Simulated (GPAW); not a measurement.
```yaml
crystal:
  lattice:
    - [-2.02483, 2.02483, 3.68431]
    - [2.02483, -2.02483, 3.68431]
    - [2.02483, 2.02483, -3.68431]
  atoms:
    - { symbol: In, position: [0.00000, 0.00000, 0.00000] }
    - { symbol: Pd, position: [0.75000, 0.25000, 0.50000] }
    - { symbol: Pd, position: [0.25000, 0.75000, 0.50000] }
    - { symbol: Pd, position: [0.50000, 0.50000, 0.00000] }
```

Computed with PBEsol, GPAW PAW datasets PBEsol (made by gpaw-setup) (plane waves; GPAW 25.7.0).

The set-up and first iterations of a GPAW log for InPd₃ (I4/mmm, 4 atoms in the cell):

```
Input parameters:
  convergence: {density: 1e-05,
                energy: 1e-05}
  kpts: [9 9 9]
  maxiter: 120
  mode: {ecut: 550.0,
         name: pw}
  nbands: -10
  occupations: {fixmagmom: False,
                name: fermi-dirac,
                width: 0.1}
  symmetry: {symmorphic: False,
             tolerance: 0.0005}
  xc: PBEsol

species:
  In:
    name: Indium
    Z: 49.0
    valence: 13
    core: 36
    charge: 0.0
    file: In.PBEsol.gz

    # Using partial waves for In as LCAO basis

  Pd:
    name: Palladium
    Z: 46.0
    valence: 16
    core: 30
    charge: 0.0
    file: Pd.PBEsol.gz

    # Using partial waves for Pd as LCAO basis

Reference energy: -571384.409780  # eV

Spin-paired calculation

Convergence criteria:
 Maximum [total energy] change in last 3 cyles: 1e-05 eV / valence electron
 Maximum integral of absolute [dens]ity change: 1e-05 electrons / valence electron
   [... lines left out ...]

Eigensolver

Densities:
  Coarse grid: 27*27*27 grid
  Fine grid: 54*54*54 grid
  Total Charge: 0.000000

Density mixing:
  Method: separate
  Backend: pulay
  Linear mixing parameter: 0.05
  old densities: 5
  Damping of long wavelength oscillations: 50

Hamiltonian:
  XC and Coulomb potentials evaluated on a 54*54*54 grid
  External potential:
    NoExternalPotential

XC parameters: PBEsol with 2 nearest neighbor stencil

Number of atoms: 4
Number of atomic orbitals: 45
Number of bands in calculation: 40
Number of valence electrons: 61
Bands to converge: occupied

Density initialized from atomic densities
  40 bands from LCAO basis set

Atomic positions and initial magnetic moments

Positions:
   0 In     0.000000    0.000000    0.000000    ( 0.0000,  0.0000,  0.0000)
   1 Pd     0.000000    2.024832    1.842155    ( 0.0000,  0.0000,  0.0000)
   2 Pd     2.024832    0.000000    1.842155    ( 0.0000,  0.0000,  0.0000)
   3 Pd     0.000000    0.000000    3.684310    ( 0.0000,  0.0000,  0.0000)

Unit cell:
           periodic     x           y           z      points  spacing
  1. axis:    yes   -2.024832    2.024832    3.684310    27     0.1314
  2. axis:    yes    2.024832   -2.024832    3.684310    27     0.1314
  3. axis:    yes    2.024832    2.024832   -3.684310    27     0.1061

  Lengths:   4.666265   4.666265   4.666265
  Angles:  128.565555 128.565555  75.710625

Effective grid spacing dv^(1/3) = 0.1453
     iter     time        total  log10-change:
                         energy   eigst   dens
iter:   1 --:--:--   -22.816990
iter:   2 --:--:--   -21.749884   -1.36  -1.24
iter:   3 --:--:--   -19.735206   -0.37  -1.28
iter:   4 --:--:--   -18.975700   -1.43  -1.79
iter:   5 --:--:--   -18.962429   -1.92  -1.71
iter:   6 --:--:--   -18.858609   -1.98  -2.09
iter:   7 --:--:--   -18.822661   -3.11  -2.39
iter:   8 --:--:--   -18.822234   -3.09  -2.68
iter:   9 --:--:--   -18.809306   -3.46  -2.66
iter:  10 --:--:--   -18.808897   -4.25  -3.22
iter:  11 --:--:--   -18.808901c  -5.55  -3.61
iter:  12 --:--:--   -18.808941c  -5.43  -3.64
iter:  13 --:--:--   -18.808852c  -5.38  -3.78
iter:  14 --:--:--   -18.808848c  -6.75  -3.87
iter:  15 --:--:--   -18.808885c  -6.35  -3.86
```

How does the run end?

The run converged in 26 iterations. Convergence of the loop says nothing yet on basis, mesh or lower states. It ends on: free energy E − TS (from the program's reference atoms) -18.8396 eV; Fermi level (on the code's own zero) 10.29 eV; pressure 6.73 GPa. The log goes on:

```
   [... 4 lines left out ...]
iter:  20 --:--:--   -18.808829c  -6.47  -4.09
iter:  21 --:--:--   -18.808826c  -6.95  -4.23
iter:  22 --:--:--   -18.808850c  -6.36  -4.29
iter:  23 --:--:--   -18.808850c  -7.38  -4.56
iter:  24 --:--:--   -18.808851c  -7.55c -4.62
iter:  25 --:--:--   -18.808861c  -7.12  -4.68
iter:  26 --:--:--   -18.808859c  -8.43c -5.36c
Converged after 26 iterations.

Dipole moment: (0.000000, -0.000000, -0.000000) |e|*Ang

Energy contributions relative to reference atoms: (reference = -571384.409780)

Kinetic:        +15.761992
Potential:      -24.606439
External:        +0.000000
XC:              -9.561290
Entropy (-ST):   -0.061527
Local:           -0.372359
SIC:             +0.000000
--------------------------
Free energy:    -18.839623
Extrapolated:   -18.808859

Showing only first 2 kpts
 Kpt  Band  Eigenvalues  Occupancy
  0    28      9.33143    1.99986
  0    29     10.05144    1.83265
  0    30     12.67842    0.00000
  0    31     15.53148    0.00000

  1    28      9.14243    1.99998
  1    29      9.95331    1.93381
  1    30     13.53831    0.00000
  1    31     14.59907    0.00000

Fermi level: 10.29078

No gap
No difference between direct/indirect transitions
Energy (eV): -18.808859

Forces in eV/Ang:
  0 In    0.00000    0.00000    0.00000
  1 Pd    0.00000    0.00000    0.00000
  2 Pd    0.00000    0.00000    0.00000
  3 Pd    0.00000    0.00000   -0.00000

Stress tensor:
    -0.040480    -0.000000     0.000000
    -0.000000    -0.040480     0.000000
     0.000000     0.000000    -0.045040
Stress (GPa, Voigt): [-6.4856 -6.4856 -7.2162  0.      0.     -0.    ]
```

For comparison: a first run was changed to give this one (lattice scaled by 0.98), and from it to this one the free energy rises by 6.9 meV/atom and the pressure goes from -4.05 to 6.73 GPa.

The starting cell comes from a database of computed structures (which also holds hypothetical and non-ambient phases and stackings), without a prior relaxation at this level. For this run, on top of that: lattice scaled by 0.98. Spin polarisation is off. With a pressure of about 7 GPa the cell is away from its equilibrium volume at this level.

The run was DFT PBEsol, plane waves, GPAW PAW datasets PBEsol (made by gpaw-setup). Main settings of its input:

```
key                              value
-------------------  -----------------
mode                                pw
ecut                            550 eV
xc                              PBEsol
kpts                             9 9 9
mesh shift (steps)               0 0 0
occupations.name           fermi-dirac
occupations.width               0.1 eV
nbands                             -10
convergence.density   1e-05 e/electron
convergence.energy   1e-05 eV/electron
symmetry.symmorphic              false
symmetry.tolerance              0.0005
```
